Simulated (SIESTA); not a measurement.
Band structure of MgSc (Pm-3m, 2 atoms in the cell).

```
MgSc
1.0
    3.66694     0.00000     0.00000
    0.00000     3.66694     0.00000
    0.00000     0.00000     3.66694
Mg Sc
1 1
Cartesian
  0.00000   0.00000   0.00000
  1.83347   1.83347   1.83347
```

Method: SIESTA 5.4.2 with LDA PW92, numerical atomic orbitals DZP, PseudoDojo LDA standard norm-conserving potentials (rewritten from UPF to PSML).

Settings: XC.functional = LDA; XC.authors = PW92; potentials = PseudoDojo LDA standard; PAO.BasisSize = DZP; PAO.EnergyShift = 0.005 Ry; MeshCutoff = 300 Ry; kgrid.MonkhorstPack = 12 12 12; OccupationFunction = FD; ElectronicTemperature = 0.1 eV; MaxSCFIterations = 150; SCF.Mixer.Method = Broyden; SCF.Mixer.Weight = 0.25; SCF.Mixer.History = 8; SCF.DM.Tolerance = 1.0E-05.

The starting cell comes from a database of computed structures (which also holds hypothetical and non-ambient phases and stackings), without a prior relaxation at this level. Its lattice was rescaled by a random factor within 2.5 % of one. Values carry the incompleteness of an atom-centred basis.

Levels in eV from the Fermi level, bands 8 to 13:
```csv
point,8,9,10,11,12,13
Γ,-28.36,-5.94,-0.03,-0.03,2.10,2.10
X,-28.35,-3.21,-3.00,0.38,1.12,1.12
M,-28.34,-2.25,-0.35,-0.32,-0.32,1.39
R,-28.40,-0.95,-0.95,-0.95,2.73,2.78
```

Bands cross the Fermi level along this path, so the cell is metallic at this level.

Higher empty bands are left out: an atom-centred basis made for the valence describes them poorly.
